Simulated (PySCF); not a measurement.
PySCF 2.14.0, unrestricted R2SCAN/def2-svp, df: Sn(Me)2(Cl) ([CH3][Sn]([CH3])[Cl]), charge 0, multiplicity 2, 10 atoms. The geometry is a generated start, not checked to be a minimum at this level.

task: energy
method: r2scan
basis: def2-svp
two-electron scheme: density fitting
mol.max_memory: 3000 MB
mf.max_cycle: 100
mf.init_guess: minao (default)
mf.DIIS: CDIIS (default)
mf.diis_space: 8 (default)
mf.conv_tol: 1e-09 (default)
mf.grids.level: 3 (default)
effective core potentials: those of the basis set, past Kr
basis functions: 102
grid points: 127928

```xyz
10

Sn     0.3531     0.0246     1.0688
C     -1.2141    -1.5035     0.2622
H     -0.6713    -2.2095    -0.3559
H     -1.9417    -0.9606    -0.3298
H     -1.7077    -2.0242     1.0784
C      0.6670     1.7789    -0.4320
H      1.4296     1.4570    -1.1316
H      0.9913     2.6769     0.0865
H     -0.2693     1.9610    -0.9462
Cl     2.3630    -1.2006     0.6997
```

Charge 0 and multiplicity 2 are set for this test and not shown to be the ground state.

One run each on 2 threads, 1 BLAS thread. Values of level_shift (Hartree) tried: 0 (default), 0.1, 0.3, 1.

### Question
Predict the course of the Fock builds along this series.

### Answer
Fewest Fock builds, within one of each other: 0 (default) with 17, 0.1 with 17. The count rises to 55 at 1. All converge to one solution.

```tsv
level_shift (Hartree)	Fock builds	end
0 (default)	17	same solution
0.1	17	same solution
0.3	22	same solution
1	55	same solution
```
